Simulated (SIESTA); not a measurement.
Band structure of WS2 (P6_3/mmc, 6 atoms in the cell).

```xyz
6
Lattice="1.5750 -2.7280 0.0000 1.5750 2.7280 0.0000 0.0000 0.0000 12.3200" Properties=species:S:1:pos:R:3 pbc="T T T"
W      1.5750     0.9093     3.0800
W      1.5750    -0.9093     9.2400
S      1.5750     0.9093    10.8170
S      1.5750    -0.9093     4.6570
S      1.5750    -0.9093     1.5030
S      1.5750     0.9093     7.6630
```

Method: GGA PBE, numerical atomic orbitals DZP, PseudoDojo PBE standard norm-conserving potentials (rewritten from UPF to PSML) (SIESTA).

Settings: XC.functional = GGA; XC.authors = PBE; potentials = PseudoDojo PBE standard; PAO.BasisSize = DZP; PAO.EnergyShift = 0.01 Ry; MeshCutoff = 350 Ry; kgrid.MonkhorstPack = 7 7 2; OccupationFunction = FD; ElectronicTemperature = 0.02 eV; MaxSCFIterations = 150; SCF.Mixer.Method = Pulay; SCF.Mixer.Weight = 0.2; SCF.Mixer.History = 6; SCF.DM.Tolerance = 1.0E-05.

The starting cell has typed, rounded lattice constants, without a prior relaxation at this level. Spin-orbit coupling is off. Values carry the incompleteness of an atom-centred basis.

Task: Predict the gap along the standard path and the places of the band edges.

Result: The gap along the path is 1.02 eV, from Γ to a point between K and Γ; the smallest direct gap on it is 1.85 eV.

Levels in eV from the top of the valence band on the path, bands 23 to 27:
```
point     23     24     25     26    27
-----  -----  -----  -----  -----  ----
Γ      -2.14  -1.39  -1.24   0.00  2.44
M      -1.86  -1.71  -1.65  -1.52  2.28
K      -2.91  -2.91  -0.72  -0.51  1.35
A      -2.17  -2.17  -0.31  -0.31  2.43
L      -1.75  -1.75  -1.59  -1.59  2.30
H      -3.09  -3.09  -0.63  -0.63  1.35
```

Higher empty bands are left out: an atom-centred basis made for the valence describes them poorly.
